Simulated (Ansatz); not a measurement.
## Hypothetical R-3m LuCuSe2: response to strain

Take LuCuSe2 (space group R-3m, No. 166; a = 3.9951 Å, c = 18.4055 Å (hexagonal axes); a hypothetical phase, not in the database extracts checked) as the base.

Strains are applied to the cell and any free atomic positions relax.

Level of theory: PBE in Ansatz (plane waves to 420 eV, PAW, no spin-orbit coupling).

Notes on the quantities. energy relative to the base: free energy F.

| isotropic strain (%) | energy relative to the base (meV/atom) |
|---|---|
| -0.88 | 3.2 |
| 0 | 0.0 |
| 0.77 | ? |
| 0.96 | 3.6 |
| 1.06 | 4.4 |
| 3.08 | 34.1 |

### Question
Fit ΔE = Aε² + Bε³ (ε in %) to the rows shown and predict the withheld row.

### Answer
Least squares on the printed values gives A = 4.04 and B = -0.14 meV/atom (largest residual 0.0 meV/atom); this predicts 2.3 meV/atom, and the run gives 2.3 meV/atom, in agreement.

Whether these cells are dynamically stable was not tested. The final runs are not spin-polarised.

Ansatz is a quantum-chemistry and plane-wave program.
